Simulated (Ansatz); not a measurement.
Band structure of C (Fd-3m, 2 atoms in the cell).

```xyz
2
Lattice="0.0000 1.7943 1.7943 1.7943 0.0000 1.7943 1.7943 1.7943 0.0000" Properties=species:S:1:pos:R:3 pbc="T T T"
C      1.7943     1.7943     1.7943
C      2.6914     2.6914     2.6914
```

Method: PBE (plane waves, PAW; Ansatz, a quantum-chemistry and plane-wave program).

Settings: basis.ecutwfc = 420 eV; kpoints.mp_grid.grid = 13 13 13; hamiltonian.xc = pbe; hamiltonian.pseudopotentials = {kind: paw} (the program's default PAW files); scf.occupations.method = fixed; kpoints.band_path.npoints = 8.

The starting cell comes from a database of computed structures (which also holds hypothetical and non-ambient phases and stackings), without a prior relaxation at this level. Its lattice was rescaled by a random factor within 2.5 % of one.

**Question.** Predict the gap along the standard path and the places of the band edges.

**Answer.** The gap along the path is 4.10 eV, from Γ to a point between Γ and X; the smallest direct gap on it is 5.54 eV.

Levels in eV from the top of the valence band on the path, bands 1 to 7:
| point | 1 | 2 | 3 | 4 | 5 | 6 | 7 |
|---|---|---|---|---|---|---|---|
| Γ | -21.24 | 0.00 | 0.00 | 0.00 | 5.54 | 5.54 | 5.54 |
| X | -12.64 | -12.64 | -6.20 | -6.20 | 4.73 | 4.73 | 16.52 |
| W | -11.88 | -11.88 | -8.17 | -8.17 | 10.54 | 10.54 | 12.07 |
| K | -12.87 | -11.62 | -9.15 | -5.28 | 5.63 | 10.60 | 14.14 |
| L | -15.56 | -13.18 | -2.76 | -2.76 | 8.39 | 8.39 | 8.59 |
| U | -12.87 | -11.62 | -9.15 | -5.28 | 5.63 | 10.60 | 14.14 |

Keys are those of Ansatz 0.2.
